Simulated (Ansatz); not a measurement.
Take Be in the hcp (Mg type) structure (space group P6_3/mmc, No. 194; a = 2.2647 Å, c = 3.5612 Å) as the base.

Computed with PBE (Ansatz, a first-principles code, PAW, without spin-orbit coupling).

One change was made to it. Results:

```csv
quantity,base,after
c/a ratio,1.572,1.585
shortest interatomic distance,2.209 Å,2.085 Å
```

Problem. Which change produced these results?
(A) pressure 30 GPa
(B) pressure 2.1 GPa
(C) pressure −2 GPa
(D) pressure −1 GPa

Solution. A, pressure 30 GPa. For comparison, the c/a ratio in the other runs: pressure −1 GPa gives 1.572; pressure 2.1 GPa gives 1.574; pressure −2 GPa gives 1.571.

Load acts through the strain it causes; cell and atoms are relaxed under it. No phonon test of stability was made. No other phases were tried under pressure.
